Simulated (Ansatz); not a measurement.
The starting structures come from a database of crystals and need not be the phases stable at ambient conditions.

By PBEsol, the system below comes out a metal.

```xyz
2
Lattice="4.4121 0.0000 0.0000 -2.2061 3.8210 0.0000 2.2061 1.2737 3.6025" Properties=species:S:1:pos:R:3 pbc="T T T"
In     0.0000     0.0000     0.0000
Te     0.0000     2.5473     1.8012
```

Space group of this cell: Fm-3m, rock salt. The cell is taken as given; by PBEsol its mean pressure is -1.7 GPa.

The current flows along the normal of the first two printed cell vectors, the (111) plane of the conventional cell. No spin-orbit coupling; the value is a mean over 0.1 eV about the Fermi level.

Q: Compute, with PBEsol in Ansatz (a quantum-chemistry and plane-wave program), the ballistic conductance per area.

A: 0.66 × 10¹⁵ S/m² for both spins.
